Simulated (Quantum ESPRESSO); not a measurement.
Converging the SCF threshold: MgS (I4mm, 2 atoms in the cell)

```xyz
2
Lattice="0.0000 2.6078 2.6078 2.6078 0.0000 2.6078 2.6078 2.6078 0.0000" Properties=species:S:1:pos:R:3 pbc="T T T"
Mg     0.0000     0.0000     0.0500
S      2.6078     2.6078     2.6078
```

Method of the run: LDA (PZ), GBRV 1.5 ultrasoft (LDA) pseudopotentials (plane waves; Quantum ESPRESSO 7.5).

Base settings: ecutwfc = 40 Ry; ecutrho = 200 Ry; occupations = smearing; smearing = fermi-dirac; degauss = 0.0036749 Ry; potentials = {Mg: mg_lda_v1.4.uspp.F.UPF, S: s_lda_v1.4.uspp.F.UPF}; K_POINTS = automatic 8 8 8 0 0 0; conv_thr = 1e-10 Ry; mixing_beta = 0.3.

The mesh stays at the base's, so the ladder's end is converged at best in this setting alone.

Only quantities that move along the ladder and can be compared are tabulated.

The count of work is k-points × plane waves × bands × iterations; it is no time. 

The starting cell has typed, rounded lattice constants, without a prior relaxation at this level. Its lattice was rescaled by up to half a per cent. One atom was moved a little off its site on purpose. In the base run, with a pressure of about -4 GPa the cell is away from its equilibrium volume at this level.

```csv
conv_thr,free energy less the last step's (meV/atom),pressure (GPa),largest difference of a force vector from the last step's (eV/Å),gap on the mesh (eV),count of work / last
0.0073 Ry,2.75,-28.55,0.033,2.564,0.20
0.00073 Ry,0.24,-1.80,0.017,2.566,0.27
7.3e-05 Ry,0.04,-0.71,0.016,2.548,0.33
7.3e-06 Ry,0.00,-3.36,0.006,2.542,0.40
7.3e-07 Ry,0.00,-3.68,0.001,2.546,0.53
7.3e-08 Ry,0.00,-3.68,0.001,2.546,0.53
7.3e-09 Ry,0.00,-3.68,0.001,2.546,0.53
7.3e-10 Ry,0.00,-3.68,0.001,2.546,0.53
1e-10 Ry,0.00,-3.69,0.000,2.546,0.67
7.3e-12 Ry,0.00,-3.70,0.000,2.546,0.80
7.3e-14 Ry,0.00,-3.70,0.000,2.546,1.0
```

Coarsest conv_thr that holds the gap on the mesh within 0.01 eV of the last step, with all finer ones: 7.3e-05 Ry, at 0.33 of the last step's count of work; the step before is off by 0.020 eV.

Coarsest conv_thr that holds the pressure within 0.1 GPa of the last step, with all finer ones: 7.3e-07 Ry; the step before is off by 0.34 GPa.

Coarsest conv_thr that holds the free energy within 1 meV/atom of the last step, with all finer ones: 0.00073 Ry, at 0.27 of the last step's count of work; the step before is off by 2.8 meV/atom.
